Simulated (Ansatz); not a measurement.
Ansatz (a first-principles code), DFT, PBE, plane waves, its default PAW files: fcc Cu, atoms displaced (Cu32), 32 atoms. Basis and mesh were picked for this test and aren't claimed converged.

Ansatz 0.2 input:
```yaml
crystal:
  lattice:
    - [7.23, 0.0, 0.0]
    - [0.0, 7.23, 0.0]
    - [0.0, 0.0, 7.23]
  atoms:
    - { symbol: Cu, position: [0.005237, 0.995477, 0.991163] }
    - { symbol: Cu, position: [0.001457, 0.250266, 0.243282] }
    - { symbol: Cu, position: [0.250319, 0.999349, 0.249833] }
    - { symbol: Cu, position: [0.251435, 0.255471, 0.999714] }
    - { symbol: Cu, position: [0.995595, 0.005525, 0.497196] }
    - { symbol: Cu, position: [0.994205, 0.247658, 0.751582] }
    - { symbol: Cu, position: [0.24843, 0.006953, 0.747666] }
    - { symbol: Cu, position: [0.244802, 0.248602, 0.509118] }
    - { symbol: Cu, position: [0.997198, 0.503709, 0.003258] }
    - { symbol: Cu, position: [0.00311, 0.749704, 0.249543] }
    - { symbol: Cu, position: [0.25313, 0.492407, 0.253692] }
    - { symbol: Cu, position: [0.250733, 0.747652, 0.006161] }
    - { symbol: Cu, position: [0.9994, 0.496734, 0.503702] }
    - { symbol: Cu, position: [0.995448, 0.746856, 0.745309] }
    - { symbol: Cu, position: [0.254, 0.496793, 0.747723] }
    - { symbol: Cu, position: [0.249517, 0.748136, 0.503049] }
    - { symbol: Cu, position: [0.495356, 0.001345, 0.991397] }
    - { symbol: Cu, position: [0.505279, 0.251962, 0.247173] }
    - { symbol: Cu, position: [0.743935, 0.991137, 0.249731] }
    - { symbol: Cu, position: [0.749844, 0.248589, 0.000244] }
    - { symbol: Cu, position: [0.499127, 0.002898, 0.504818] }
    - { symbol: Cu, position: [0.496612, 0.242142, 0.748074] }
    - { symbol: Cu, position: [0.752562, 0.000087, 0.749326] }
    - { symbol: Cu, position: [0.750741, 0.257773, 0.494199] }
    - { symbol: Cu, position: [0.502857, 0.497302, 0.004198] }
    - { symbol: Cu, position: [0.505098, 0.752797, 0.253838] }
    - { symbol: Cu, position: [0.748729, 0.502147, 0.252389] }
    - { symbol: Cu, position: [0.738031, 0.752953, 0.998692] }
    - { symbol: Cu, position: [0.505731, 0.499838, 0.494501] }
    - { symbol: Cu, position: [0.494453, 0.74785, 0.755288] }
    - { symbol: Cu, position: [0.743437, 0.497826, 0.753012] }
    - { symbol: Cu, position: [0.756729, 0.743049, 0.50085] }
kpoints:
  mp_grid: { grid: [3, 3, 3] }
hamiltonian:
  xc: pbe
  pseudopotentials: { kind: paw }
scf:
  occupations: { method: fermi_dirac, width: 0.1 }
  initial_density: { chi_scale: 0.0, normalization: cell }
output:
  forces: true
```

```bash
OMP_NUM_THREADS=88 ANSATZ_TIMINGS=1 ansatz run --backend cpu --threads 88 --max-ram 200GiB --events-out run.ndjson --runs-dir run.runs --progress --plain run.yaml
```

The program reports k-points after symmetry: 14, bands at the start: 336, electrons: 608, plane waves at Γ: 7249, cutoff (eV): 420, FFT grid: 50×50×50, symmetry operations: 1.

Hardware: Arm Neoverse V2, 96 cores on 1 socket, no SMT, 1 L3 cache group; 94 cores' worth of CPU time may be used.

On 88 threads this takes 7.0 s. Times are wall-clock medians of two to five runs, from launch to exit, with nothing else on the machine. Processes are pinned to neighbouring cores unless said otherwise. The times hold for this build (release build for Arm (Neoverse V2), one process with threads). Scratch files lie in a memory file system.

### Question
Speed this job up; the result has to stay within 1.0 meV/atom in energy, 10 meV/Å in forces (largest component). Keep to 88 cores.

### Answer
One answer among several that fit: going from scf.initial_density.chi_scale = 0, scf.initial_density.normalization = cell to scf.initial_density.chi_scale = not set, scf.initial_density.normalization = not set, the fastest among the values tried that keep the result.

```diff
-  initial_density: { chi_scale: 0.0, normalization: cell }
```

Time: 7.0 s to 5.2 s (1.3× as fast). The largest move is in band solves (diag): 6.0 s to 4.4 s. The band solves carry the change: the iterations make 94338 against 67024 applications of H to a band, at 0.063 against 0.065 ms of diag time each. SCF iterations go from 10 to 6; applications of H to a band go from 94908 to 67594. These two results differ by: energy under 0.001 meV/atom, forces (largest component) 0.029 meV/Å. Others tried: scf.initial_density.chi_scale = 0.1, scf.initial_density.normalization = not set (7.0 s); scf.initial_density.chi_scale = not set, scf.initial_density.normalization = not set, kpoints.initial_grid = auto (7.4 s).
